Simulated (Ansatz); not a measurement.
## V4GeS8, pressure series

The reference is V4GeS8 (space group F-43m, No. 216; a = 9.515 Å; ferromagnetic; a cell from a computed database, its experimental status unchecked).

Cell and atoms are relaxed at each pressure.

Method: PBEsol in Ansatz (plane waves to 420 eV, PAW, no SOC).

| P (GPa) | V (Å³/atom) |
|---|---|
| -2.00 | 16.986 |
| -1.00 | 16.767 |
| 0.29 | 16.504 |
| 0.70 | 16.432 |
| 1.50 | 16.287 |
| 2.99 | 16.035 |
| 4.99 | 15.731 |

Question: Fit a third-order Birch–Murnaghan equation of state.

Answer: Least squares on P(V) = (3B₀/2)[(V₀/V)^(7/3) − (V₀/V)^(5/3)]·[1 + (3/4)(B₀′ − 4)((V₀/V)^(2/3) − 1)] gives V₀ = 16.56 Å³/atom, B₀ = 85 GPa and B₀′ = 5.2.

Other magnetic orders, which the real material may have, were not ruled out. Load acts through the strain it causes; cell and atoms are relaxed under it. Whether these cells are dynamically stable was not tested. Competing high-pressure phases were not computed. The base started in F222 and relaxed to F-43m at this level.

Ansatz is a first-principles code.
